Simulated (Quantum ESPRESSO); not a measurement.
Input and output of a self-consistent single point for Be3N2 (P1, 5 atoms in the cell) (Quantum ESPRESSO).

Computed with PBEsol, GBRV 1.5 ultrasoft (PBESOL) pseudopotentials (plane waves; Quantum ESPRESSO).

The change in words: lattice scaled by 0.98. Reference geometry:
```
CELL_PARAMETERS angstrom
      2.81778     0.00000     0.00000
     -1.40889     2.44027     0.00000
      0.00000     0.00000     4.66702
ATOMIC_POSITIONS crystal
  Be 0.99828 0.98795 0.00348
  Be 0.67065 0.33376 0.65075
  Be 0.33718 0.67101 0.35160
  N  0.32389 0.66859 0.74468
  N  0.67001 0.33869 0.24950
```

Reference input (self-consistent single point, DFT, PBEsol, plane waves, GBRV 1.5 ultrasoft (PBESOL) pseudopotentials): ecutwfc = 40 Ry; ecutrho = 200 Ry; occupations = fixed; potentials = {Be: be_pbesol_v1.4.uspp.F.UPF, N: n_pbesol_v1.2.uspp.F.UPF}; K_POINTS = automatic 11 11 6 0 0 0; nbnd = 17; conv_thr = 1e-10 Ry. This run's input differs from it in these lines:

```diff
@@ -31,5 +31,5 @@
 CELL_PARAMETERS {angstrom}
-   2.817780000     0.000000000     0.000000000
-  -1.408890000     2.440269000     0.000000000
-   0.000000000     0.000000000     4.667020000
+   2.761424000     0.000000000     0.000000000
+  -1.380712000     2.391464000     0.000000000
+   0.000000000     0.000000000     4.573680000
```

Output, abridged:

```
     Self-consistent Calculation

     iteration #  1     ecut=    40.00 Ry     beta= 0.70

     total energy              =    -124.60170426 Ry
     estimated scf accuracy    <       0.59563575 Ry

     iteration #  2     ecut=    40.00 Ry     beta= 0.70

     total energy              =    -124.77180942 Ry
     estimated scf accuracy    <       0.31386853 Ry

     iteration #  3     ecut=    40.00 Ry     beta= 0.70

     total energy              =    -124.82944646 Ry
     estimated scf accuracy    <       0.00236566 Ry

   [... 6 blocks of this kind left out ...]

     iteration # 10     ecut=    40.00 Ry     beta= 0.70

     total energy              =    -124.83024125 Ry
     estimated scf accuracy    <          2.5E-10 Ry

     iteration # 11     ecut=    40.00 Ry     beta= 0.70
     End of self-consistent calculation

     Number of k-points >= 100: set verbosity='high' to print the bands.

     highest occupied, lowest unoccupied level (ev):    10.3844   14.7077

!    total energy              =    -124.83024125 Ry
     estimated scf accuracy    <          4.4E-13 Ry

     convergence has been achieved in  11 iterations

     Forces acting on atoms (cartesian axes, Ry/au):

     atom    1 type  1   force =     0.00136705    0.00120539   -0.00334350
     atom    2 type  1   force =    -0.02175018    0.00057138   -0.00515260
     atom    3 type  1   force =    -0.00312408   -0.00204361    0.00374074
     atom    4 type  2   force =     0.02417494    0.00209854    0.01082463
     atom    5 type  2   force =    -0.00066773   -0.00183169   -0.00606928

     Total force =     0.035903     Total SCF correction =     0.000001

          total   stress  (Ry/bohr**3)                   (kbar)     P=      120.49
   0.00092620   0.00013732   0.00012069          136.25       20.20       17.75
   0.00013732   0.00090268   0.00002339           20.20      132.79        3.44
   0.00012069   0.00002339   0.00062830           17.75        3.44       92.43

   JOB DONE.
```

The run converged in 11 iterations. Against the reference run the free energy goes up by 11.1 meV/atom, the pressure goes from -3.07 to 12.05 GPa, the largest force goes from 0.518 to 0.683 eV/Å and the gap on the mesh goes from 4.162 to 4.323 eV.

The starting cell comes from a database of computed structures (which also holds hypothetical and non-ambient phases and stackings), without a prior relaxation at this level. Its atoms were displaced at random from the sites of space group no. 164. For this run, on top of that: lattice scaled by 0.98. With a pressure of about 12 GPa the cell is away from its equilibrium volume at this level.

Cost on one core of a shared machine: roughly 80 s.
